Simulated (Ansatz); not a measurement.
The reference is BP in the zinc blende structure (space group F-43m, No. 216; a = 4.5364 Å).

Perturbation: In takes the place of B on all its sites, then cell and atoms are relaxed.

Levels (all Ansatz, an electronic-structure program, PAW, earlier PAW set): r2SCAN (500 eV, without spin-orbit coupling); HSE06+SOC (420 eV, noncollinear with spin-orbit coupling).

The geometry is relaxed with r2SCAN.

| Property | Result |
|---|---|
| r2SCAN valence-band top at Γ | 0.00, 0.00, 0.00 eV |
| r2SCAN lowest conduction level above the VBM at special points | Γ 1.02 eV; L 1.79 eV; X 2.04 eV |

With HSE06+SOC at the same geometry, the valence-band top at Γ (three highest Kramers pairs, from the VBM) changes from 0.00, 0.00, 0.00 eV to 0.00, 0.00, -0.12 eV; the lowest conduction level above the VBM at special points changes from Γ 1.02 eV; L 1.79 eV; X 2.04 eV to Γ 1.32 eV; L 2.15 eV; X 2.37 eV. The threefold valence maximum splits by Δso ≈ 0.12 eV.

Single points use the geometry relaxed with r2SCAN. The spin-orbit shifts are approximate. The levels and masses belong to the bands next to the band gap. Whether these cells are dynamically stable was not tested.
